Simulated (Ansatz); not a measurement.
The (21-30) face of hcp Co, ferromagnetic can be cut between different planes. Symmetric, stoichiometric slabs relaxed in the 1x1 cell (26.6 Å²): top plane Co, 0.27 Å over the next in the ideal cut; top plane Co, 0.54 Å over the next in the ideal cut.

Level of theory: PBE (plane waves to 420 eV, PAW; Ansatz, a first-principles code).

Problem. Order them by surface energy (lowest first) at the level PBE.

Solution. the cut with an outer spacing of 0.27 Å (2.50 J/m²), the cut with an outer spacing of 0.54 Å (2.73 J/m²)
